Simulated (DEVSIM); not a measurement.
DEVSIM, 1D drift-diffusion, Boltzmann statistics, complete ionisation; no tunnelling, impact ionisation, image-force lowering or self-heating.

System: Si n-i-p diode, at 400 K.

| layer (left to right) | material | thickness (μm) | Nd (cm⁻³) | Na (cm⁻³) | τn (s) | τp (s) |
|---|---|---|---|---|---|---|
| 1 | Si | 0.280 | 3.4e17 | - | 4.6e-7 | 4.6e-7 |
| 2 | Si | 1.70 | - | 1.8e13 | 4.6e-7 | 4.6e-7 |
| 3 | Si | 1.10 | - | 1.2e19 | 4.6e-7 | 4.6e-7 |

Left contact: ohmic. Right contact: ohmic. Voltage is applied to the left contact. Recombination: SRH at mid-gap, Auger. Mobility is μmin + (μ − μmin)/(1 + (N/Nref)^α).

The device is made up for the run: typed textbook-type constants, with dimensions and the other settings drawn at random. Values at 300 K; Nc and Nv go as T^1.5, mobilities as T to minus their exponent, the gap by Varshni's rule with the affinity fixed.

```
parameter               Si
----------------  --------
gap (eV)             1.124
affinity (eV)         4.05
permittivity          11.7
Nc (cm⁻³)          2.86e19
Nv (cm⁻³)           3.1e19
μn (cm²/Vs)           1417
μp (cm²/Vs)            470
μn,min                  52
μp,min                  45
Nref,n              9.7e16
Nref,p              2.2e17
αn                    0.68
αp                    0.72
T exponent of μn       2.3
T exponent of μp       2.2
Cn (cm⁶/s)         2.8e-31
Cp (cm⁶/s)         9.9e-32
Varshni α (eV/K)  0.000473
Varshni β (K)          636
```

One input was changed, with this effect: dark forward voltage at 1 A/cm² 0.442 → 0.226 V; potential step across the device at zero bias 0.881 → 0.767 V; dark forward voltage at 100 A/cm² 0.614 → 0.442 V.

Problem. Which change was it?
A) minority lifetime in layer 2 4.6e-07 → 1.4e-07 s
B) minority lifetime in layer 3 4.6e-07 → 1.4e-06 s
C) Auger recombination switched off
D) thickness of layer 1 0.28 → 0.84 μm
E) temperature 400 → 500 K
F) constant mobility in place of the doping-dependent one
G) thickness of layer 3 1.1 → 3.3 μm

Solution. E, temperature 400 → 500 K
